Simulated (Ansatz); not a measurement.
# fcc Pt (1 1 0) on beta Si3N4 (1 0 0) (film strained to the substrate, faces as cut)

A periodic stack without vacuum, fcc Pt (1 1 0) on beta Si3N4 (1 0 0) (film strained to the substrate, faces as cut): substrate slab Si12N16, film Pt16, surface cells [[0, -1], [1, -1]] and [[0, -1], [2, -1]], film strained by -3.5 and +4.3 %, faces N/N and Pt/Pt as cut (like faces can put a slab off its formula).

The start was prepared with a machine-learned potential, and the result is one local minimum, with the in-plane cell held and forces under 0.04 eV/Å; the film can end far from its bulk form.

These are PBE (plane waves to 420 eV, PAW; Ansatz, an electronic-structure program) values and carry that method's errors. Scalar-relativistic, without spin–orbit coupling; the runs are not spin-polarised; PBE gaps are too small against experiment. Its k-point mesh 9×4×1, Fermi–Dirac width 0.05 eV.

The interface area is 22.4 Å² and the period comes out as 25.15 Å. The gaps between the outermost planes at the two interfaces comes out as 0.97 and 0.98 Å. The Pt–Si contacts across the interfaces within 1.22 times the sum of covalent radii is 4, mean 2.69 Å. The N–Pt contacts across the interfaces within 1.22 times the sum of covalent radii is 4, mean 2.20 Å.

```
CELL_PARAMETERS angstrom
      2.92631    -0.00124    -0.04116
      2.92277     7.64714    -0.52662
      0.36518     1.54440    25.09775
ATOMIC_POSITIONS crystal
  Si 0.95539 0.17070 0.12043
  Si 0.15775 0.49277 0.07029
  Si 0.10174 0.01600 0.23168
  Si 0.89730 0.71991 0.17325
  Si 0.73602 0.87130 0.06399
  Si 0.71641 0.40268 0.21863
  N  0.92174 0.19660 0.18948
  N  0.92378 0.69119 0.10492
  N  0.77290 0.37473 0.08924
  N  0.60346 0.01433 0.26974
  N  0.28971 0.82774 0.19253
  N  0.10609 0.51318 0.20157
  N  0.56213 0.06132 0.10175
  N  0.24094 0.86308 0.02600
  Si 0.44773 0.66912 0.38400
  Si 0.63241 0.98633 0.33862
  Si 0.58941 0.51772 0.49326
  Si 0.40741 0.21833 0.43683
  Si 0.24466 0.37302 0.32558
  Si 0.25350 0.89624 0.48698
  N  0.41695 0.69783 0.45234
  N  0.42569 0.19241 0.36778
  N  0.24298 0.87584 0.35568
  N  0.07771 0.52600 0.53125
  N  0.79532 0.32771 0.45550
  N  0.63269 0.01431 0.46802
  N  0.05594 0.56128 0.36473
  N  0.74328 0.37471 0.28752
  Pt 0.04532 0.05892 0.62907
  Pt 0.50257 0.57763 0.64311
  Pt 0.26203 0.33427 0.58872
  Pt 0.68089 0.79783 0.56998
  Pt 0.01758 0.06862 0.74928
  Pt 0.51262 0.56827 0.75259
  Pt 0.28266 0.31009 0.69548
  Pt 0.76072 0.82625 0.69236
  Pt 0.01201 0.07923 0.86175
  Pt 0.52300 0.56252 0.86489
  Pt 0.26514 0.32043 0.80786
  Pt 0.75910 0.82086 0.80460
  Pt 0.04091 0.05456 0.96847
  Pt 0.38672 0.59122 0.98720
  Pt 0.27263 0.33010 0.92823
  Pt 0.76826 0.81149 0.91398
```
